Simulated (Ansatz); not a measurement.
## Pressure series in SiC

Base system: SiC in the zinc blende structure (space group F-43m, No. 216; a = 4.380 Å).

Cell and atoms are relaxed at each pressure.

Levels (all Ansatz, a first-principles code, PAW, earlier PAW set): PBE (420 eV, without spin-orbit coupling); r2SCAN (500 eV, no spin-orbit coupling).

The base cell above is that of PBE; each level relaxes its own structures.

| case | shortest interatomic distance, PBE | shortest interatomic distance, r2SCAN |
|---|---|---|
| pressure −2 GPa | 1.902 Å | 1.892 Å |
| pressure −1 GPa | 1.899 Å | 1.889 Å |
| pressure 0.3 GPa | 1.896 Å | 1.886 Å |
| pressure 0.7 GPa | 1.894 Å | 1.885 Å |
| pressure 1.5 GPa | 1.892 Å | 1.882 Å |
| pressure 3 GPa | 1.888 Å | 1.878 Å |
| pressure 5 GPa | 1.882 Å | 1.873 Å |
| pressure 7.5 GPa | 1.876 Å | 1.867 Å |
| pressure 10 GPa | 1.869 Å | 1.861 Å |

PBE lies above r2SCAN in every row, by 0.008 Å to 0.010 Å. They put the cases in the same order.

Load acts through the strain it causes; cell and atoms are relaxed under it. Stability against distortions was not tested. Competing high-pressure phases were not computed.
